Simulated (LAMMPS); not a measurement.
Molecular dynamics of a melt of Ni (fcc) with 50 % of Ni sites Al, 2048 atoms, cooled from 1860 K to 300 K at 1e+14 K/s, at zero pressure.

Level of theory: classical MD, pair style eam/alloy, file NiAlH_jea.eam.alloy (LAMMPS).

```tsv
frequency (THz)	spectral density (1/THz), total	spectral density (1/THz), Al	spectral density (1/THz), Ni
0.08100	0.0023	0.0007	0.0016
0.4050	0.0080	0.0025	0.0055
0.7290	0.0193	0.0062	0.0132
1.052	0.0322	0.0103	0.0219
1.376	0.0457	0.0150	0.0307
1.700	0.0594	0.0191	0.0404
2.024	0.0718	0.0213	0.0506
2.348	0.0816	0.0234	0.0581
2.672	0.0884	0.0258	0.0626
2.996	0.0958	0.0282	0.0677
3.319	0.1035	0.0305	0.0731
3.643	0.1070	0.0320	0.0750
3.967	0.1123	0.0344	0.0778
4.291	0.1179	0.0376	0.0803
4.615	0.1184	0.0395	0.0789
4.939	0.1161	0.0399	0.0762
5.263	0.1124	0.0410	0.0714
5.586	0.1113	0.0450	0.0662
5.910	0.1069	0.0476	0.0593
6.234	0.1003	0.0483	0.0520
6.558	0.0983	0.0509	0.0474
6.882	0.0955	0.0536	0.0419
7.206	0.0881	0.0532	0.0349
7.530	0.0803	0.0514	0.0288
7.853	0.0777	0.0520	0.0256
8.177	0.0807	0.0557	0.0251
8.501	0.0825	0.0582	0.0242
8.825	0.0802	0.0584	0.0218
9.149	0.0767	0.0579	0.0189
9.473	0.0757	0.0587	0.0170
9.796	0.0771	0.0610	0.0161
10.12	0.0766	0.0616	0.0150
10.44	0.0735	0.0595	0.0140
10.77	0.0683	0.0556	0.0127
11.09	0.0625	0.0513	0.0112
11.42	0.0578	0.0483	0.0095
11.74	0.0514	0.0439	0.0075
12.06	0.0434	0.0374	0.0060
12.39	0.0364	0.0315	0.0049
12.71	0.0282	0.0244	0.0038
13.04	0.0199	0.0171	0.0028
13.36	0.0132	0.0113	0.0019
13.68	0.0084	0.0071	0.0013
14.01	0.0055	0.0046	0.0009
14.33	0.0036	0.0030	0.0006
14.65	0.0026	0.0021	0.0004
14.98	0.0020	0.0017	0.0003
15.30	0.0016	0.0013	0.0003
15.63	0.0014	0.0011	0.0002
15.95	0.0012	0.0010	0.0002
```

Main features:
- state found: glass
- mean frequency of the velocity spectrum: 6.6 THz
